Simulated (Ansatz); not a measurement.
TiC, element substitutions

The parent structure is TiC in the rock salt structure (space group Fm-3m, No. 225; a = 4.2933 Å).

Each row replaces one element on all its sites; cell and atoms are relaxed.

Level of theory: DFT with PBEsol, PAW potentials and a 420 eV plane-wave cutoff in Ansatz (a quantum-chemistry and plane-wave program), without spin-orbit coupling.

```
change   shortest interatomic distance     density
-------  -----------------------------  ----------
base                           2.147 Å  5.03 g/cm³
C → Be                         2.388 Å  3.47 g/cm³
C → Ge                               ?           ?
Ti → Cr                        2.018 Å  6.47 g/cm³
```

Problem. What belongs in the blanks?

Solution. 
- C → Ge, shortest interatomic distance: 2.562 Å
- C → Ge, density: 5.95 g/cm³

Other magnetic orders, which the real material may have, were not ruled out. No phonon test of stability was made. As relaxed here, TiBe and TiGe are hypothetical phases, not in the database extracts checked. For CrC in this form, whether it has been made was not checked. Spin-polarised in the final run: CrC; the other runs are not. TiBe has a high density of states at the Fermi level and may be magnetic at this level.
